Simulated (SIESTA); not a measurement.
Band structure of a (001) slab of NaCl (cut from a parent of space group no. 225; 8 atoms in the cell).

```yaml
crystal:
  lattice:
    - [3.86645, 0.00000, 0.00000]
    - [-3.86645, 3.86645, 0.00000]
    - [0.00000, 0.00000, 20.38220]
  atoms:
    - { symbol: Cl, position: [0.00000, 0.50000, 0.43146] }
    - { symbol: Cl, position: [0.00000, 0.00000, 0.29437] }
    - { symbol: Cl, position: [0.00000, 0.50000, 0.70562] }
    - { symbol: Cl, position: [0.00000, 0.00000, 0.56854] }
    - { symbol: Na, position: [0.00000, 0.00000, 0.43146] }
    - { symbol: Na, position: [0.00000, 0.50000, 0.29437] }
    - { symbol: Na, position: [0.00000, 0.00000, 0.70562] }
    - { symbol: Na, position: [0.00000, 0.50000, 0.56854] }
```

Computed with GGA PBE, numerical atomic orbitals DZP, PseudoDojo PBE standard norm-conserving potentials (rewritten from UPF to PSML) (SIESTA).

Settings: XC.functional = GGA; XC.authors = PBE; potentials = PseudoDojo PBE standard; PAO.BasisSize = DZP; PAO.EnergyShift = 0.01 Ry; MeshCutoff = 300 Ry; kgrid.MonkhorstPack = 6 6 1; OccupationFunction = FD; ElectronicTemperature = 0.1 eV; MaxSCFIterations = 150; SCF.Mixer.Method = Broyden; SCF.Mixer.Weight = 0.25; SCF.Mixer.History = 6; SCF.DM.Tolerance = 1.0E-04.

The starting cell comes from a database of computed structures (which also holds hypothetical and non-ambient phases and stackings), without a prior relaxation at this level. The slab is cut from that crystal, and its faces are unrelaxed. Its lattice was rescaled in the plane by a random factor within 2.5 % of one. Spin polarisation is off, though cut faces can carry moments; a gap of a slab can lie between surface states. Values carry the incompleteness of an atom-centred basis.

**Question.** Predict the gap along the standard path and the places of the band edges.

**Answer.** The gap along the path is 5.30 eV, direct at Γ to within 0.01 eV.

Levels in eV from the top of the valence band on the path, bands 29 to 33:
| point | 29 | 30 | 31 | 32 | 33 |
|---|---|---|---|---|---|
| M | -0.68 | -0.68 | -0.36 | -0.36 | 7.54 |
| Γ | -0.17 | -0.14 | 0.00 | 0.00 | 5.30 |
| X | -0.22 | -0.22 | -0.20 | -0.20 | 7.39 |

Higher empty bands are left out: an atom-centred basis made for the valence describes them poorly.
